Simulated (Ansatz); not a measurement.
Phonon-limited transport in metals: TiC (Fm-3m) under several functionals (Ansatz, an electronic-structure program, without spin-orbit coupling). The PBE cell:

Space group Fm-3m (No. 225); a = 4.333 Å, b = 4.333 Å, c = 4.333 Å, α = 90.00°, β = 90.00°, γ = 90.00°

```tsv
atom	site	symmetry	x	y	z
Ti	4a	m-3m	0.0000	0.0000	0.0000
C	4b	m-3m	0.5000	0.5000	0.5000
```
(The calculation used a cell of 2 atoms; values per cell refer to that cell.)

| Functional | cell relaxed with | volume (Å³/atom) | resistivity at 300 K |
|---|---|---|---|
| LDA | LDA | 9.67 | 12.1 μΩ·cm |
| PBE | PBE | 10.17 | 13.5 μΩ·cm |
| PBEsol | PBEsol | 9.89 | 12.5 μΩ·cm |

For the resistivity at 300 K, PBE gives 13.5 μΩ·cm and PBEsol 12.5 μΩ·cm: PBE lies 9 % above.

The PBE and PBEsol rows stand on cells whose volumes differ by 2.8 %, so the difference holds the effect of the cell as well as that of the functional.

Metals; harmonic phonons alone scatter; means over directions. Halving the electron mesh moves these values by up to 5 %; q meshes are mostly untested. Spin-orbit coupling is left out.
